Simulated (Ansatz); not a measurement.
For BSi2As (model structure, started from the BC2N type, R3m, No. 160, 4 atoms in the cell), LDA (Ansatz, an electronic-structure program, plane waves, PAW) gives:

lattice constant a: 3.529 Å
c axis length: 17.935 Å
bulk modulus: 110 GPa
cohesive energy: 5.31 eV/atom

### Question
What does r²SCAN in Ansatz (plane waves, PAW) give for the same quantities?

### Answer

- lattice constant a: 3.570 Å (increases by 1.2 %)
- lattice parameter c: 18.071 Å (grows by 0.8 %)
- bulk modulus: 108 GPa (hardly moves)
- cohesive energy: 4.49 eV/atom (drops by 0.82 eV/atom)

Changes are worked out from the printed values.

Unless a cell is named, each level is at its own relaxed cell (LDA 16.12, r²SCAN 16.62 Å³/atom).

Caveats: the bulk modulus is −V dP/dV from two relaxed cells at ±2 % in volume (LDA, r²SCAN). Ansatz's density-functional and Hartree–Fock values are scalar-relativistic unless marked +SOC, with PAW data made under PBE.

A model structure was made by putting elements into a prototype or built by hand; it is no filed structure, need not be a known phase, and can be a saddle point held by its symmetry.
